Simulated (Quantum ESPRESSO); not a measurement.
Quantum ESPRESSO run on LiBr (Fm-3m, 2 atoms in the cell): self-consistent single point.

Method: PBE, GBRV 1.5 ultrasoft (PBE) pseudopotentials (plane waves; Quantum ESPRESSO).

The change in words: lattice scaled by 0.98. Reference geometry:
```
LiBr
1.0
   -2.75000     0.00000     2.75000
    0.00000     2.75000     2.75000
   -2.75000     2.75000     0.00000
Li Br
1 1
Cartesian
  0.00000   0.00000   0.00000
 -2.75000   2.75000   2.75000
```

Reference input (self-consistent single point, DFT, PBE, plane waves, GBRV 1.5 ultrasoft (PBE) pseudopotentials): ecutwfc = 40 Ry; ecutrho = 200 Ry; occupations = smearing; smearing = fermi-dirac; degauss = 0.0036749 Ry; potentials = {Li: li_pbe_v1.4.uspp.F.UPF, Br: br_pbe_v1.4.uspp.F.UPF}; K_POINTS = automatic 10 10 10 0 0 0; conv_thr = 1e-11 Ry. This run's input differs from it in these lines:

```diff
@@ -9,3 +9,3 @@
    ibrav = 2
-   celldm(1) = 10.3934936854
+   celldm(1) = 10.1856238117
    nat = 2
```

Output, abridged:

```
     Self-consistent Calculation

     iteration #  1     ecut=    40.00 Ry     beta= 0.70

     Threshold (ethr) on eigenvalues was too large:
     Diagonalizing with lowered threshold

     total energy              =     -61.54417813 Ry
     estimated scf accuracy    <       0.01737286 Ry

     iteration #  2     ecut=    40.00 Ry     beta= 0.70

     total energy              =     -61.54497535 Ry
     estimated scf accuracy    <       0.00077891 Ry

     iteration #  3     ecut=    40.00 Ry     beta= 0.70

     total energy              =     -61.54517791 Ry
     estimated scf accuracy    <       0.00001901 Ry

   [... 5 blocks of this kind left out ...]

     iteration #  9     ecut=    40.00 Ry     beta= 0.70

     total energy              =     -61.54518791 Ry
     estimated scf accuracy    <          1.6E-11 Ry

     iteration # 10     ecut=    40.00 Ry     beta= 0.70
     End of self-consistent calculation

     the Fermi energy is     5.0087 ev

!    total energy              =     -61.54518791 Ry
     estimated scf accuracy    <          7.3E-12 Ry
     smearing contrib. (-TS)   =       0.00000000 Ry
     internal energy E=F+TS    =     -61.54518791 Ry

     convergence has been achieved in  10 iterations

     Forces acting on atoms (cartesian axes, Ry/au):

     atom    1 type  1   force =     0.00000000    0.00000000   -0.00000000
     atom    2 type  2   force =    -0.00000000   -0.00000000    0.00000000

     Total force =     0.000000     Total SCF correction =     0.000000

          total   stress  (Ry/bohr**3)                   (kbar)     P=       19.53
   0.00013279  -0.00000000  -0.00000000           19.53       -0.00       -0.00
  -0.00000000   0.00013279   0.00000000           -0.00       19.53        0.00
  -0.00000000   0.00000000   0.00013279           -0.00        0.00       19.53

   JOB DONE.
```

The run converged in 10 iterations. Against the reference run the free energy rises by 7.7 meV/atom, the pressure goes from 0.13 to 1.95 GPa and the gap on the mesh goes from 4.937 to 5.212 eV.

The starting cell has typed, rounded lattice constants, without a prior relaxation at this level. For this run, on top of that: lattice scaled by 0.98.
